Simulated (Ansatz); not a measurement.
The starting structures come from a database of crystals and need not be the phases stable at ambient conditions.

 Where the default PAW files enter, the runs use the earlier of Ansatz's two default sets.

Tunnelling through a barrier is set by its complex band structure: the current falls as exp(−2κd) with the smallest κ.

Here is the system:

```
Pb2SSe
1.0
    4.26638     0.00000     0.00000
    2.13319     7.07369     0.00007
    2.13319     0.64326     3.63837
Pb Se S
2 1 1
Direct
  0.75324   0.74027   0.75324
  0.24676   0.25973   0.24676
  0.00000   0.00000   0.00000
  0.50000   0.50000   0.50000
```

Space group of this cell: R-3m. The cell was relaxed by PBE-D3(BJ); by PBEsol its mean pressure is -0.9 GPa.

Transport runs along the normal of the first two printed cell vectors, the (101) plane of the conventional cell.

The gap is the functional's own, uncorrected, and κ follows it; spin-orbit coupling is left out. Mid-gap values are interpolated between the computed energies.

Problem. Compute, with PBEsol (Ansatz, a first-principles code), the band gap and the smallest decay constant κ at mid-gap.

Solution. Gap 0.24 eV on a 8×8×8 mesh; κ = 0.039 1/Å, at (0.000, 0.500) of the in-plane reciprocal vectors. At the zone centre, at the nearest computed energy, the slowest state has κ = 0.05 1/Å.
